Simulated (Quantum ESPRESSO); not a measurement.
Input and output of a self-consistent single point for PtAl2 (Fm-3m, 3 atoms in the cell) (Quantum ESPRESSO).

Computed with PBE, PSlibrary PAW (PBE) pseudopotentials (plane waves; Quantum ESPRESSO).

The change in words: lattice scaled by 0.98. Reference geometry:
```yaml
crystal:
  lattice:
    - [-2.90004, 0.00000, 2.90004]
    - [0.00000, 2.90004, 2.90004]
    - [-2.90004, 2.90004, 0.00000]
  atoms:
    - { symbol: Al, position: [0.25000, 0.25000, 0.25000] }
    - { symbol: Al, position: [0.75000, 0.75000, 0.75000] }
    - { symbol: Pt, position: [0.00000, 0.00000, 0.00000] }
```

Reference input (self-consistent single point, DFT, PBE, plane waves, PSlibrary PAW (PBE) pseudopotentials): ecutwfc = 45 Ry; ecutrho = 450 Ry; occupations = smearing; smearing = fd; degauss = 0.0073499 Ry; potentials = {Al: Al.pbe-n-kjpaw_psl.1.0.0.UPF, Pt: Pt.pbe-n-kjpaw_psl.1.0.0.UPF}; K_POINTS = automatic 13 13 13 0 0 0; conv_thr = 1e-09 Ry. This run's input differs from it in these lines:

```diff
@@ -10,3 +10,3 @@
  ibrav = 2
- A = 5.8000740000
+ A = 5.6840720000
  nat = 3
```

Output (repeated stretches shortened):

```
     Self-consistent Calculation

     iteration #  1     ecut=    45.00 Ry     beta= 0.70

     Threshold (ethr) on eigenvalues was too large:
     Diagonalizing with lowered threshold

     total energy              =    -826.41407361 Ry
     estimated scf accuracy    <       0.13299480 Ry

     iteration #  2     ecut=    45.00 Ry     beta= 0.70

     total energy              =    -826.44166760 Ry
     estimated scf accuracy    <       0.15472724 Ry

     iteration #  3     ecut=    45.00 Ry     beta= 0.70

     total energy              =    -826.46889921 Ry
     estimated scf accuracy    <       0.00203329 Ry

   [... 6 blocks of this kind left out ...]

     iteration # 10     ecut=    45.00 Ry     beta= 0.70

     total energy              =    -826.47079449 Ry
     estimated scf accuracy    <       0.00000003 Ry

     iteration # 11     ecut=    45.00 Ry     beta= 0.70
     End of self-consistent calculation

     the Fermi energy is    11.4197 ev

!    total energy              =    -826.47079450 Ry
     estimated scf accuracy    <          4.2E-10 Ry
     smearing contrib. (-TS)   =      -0.00254491 Ry
     internal energy E=F+TS    =    -826.46824959 Ry

     convergence has been achieved in  11 iterations

     Forces acting on atoms (cartesian axes, Ry/au):

     atom    1 type  1   force =     0.00000000    0.00000000    0.00000000
   [... zero for the other atoms too ...]

     Total force =     0.000000     Total SCF correction =     0.000000

          total   stress  (Ry/bohr**3)                   (kbar)     P=      236.55
   0.00160801  -0.00000000  -0.00000000          236.55       -0.00       -0.00
  -0.00000000   0.00160801   0.00000000           -0.00      236.55        0.00
  -0.00000000   0.00000000   0.00160801           -0.00        0.00      236.55

   JOB DONE.
```

The run converged in 11 iterations. Against the reference run the free energy rises by 103 meV/atom and the pressure goes from 11.39 to 23.65 GPa.

The starting cell has typed, rounded lattice constants, without a prior relaxation at this level. Its lattice was rescaled by a random factor within 2.5 % of one. For this run, on top of that: lattice scaled by 0.98. Spin polarisation is off. With a pressure of about 24 GPa the cell is away from its equilibrium volume at this level.

Cost on one core of a shared machine: roughly 60 s.
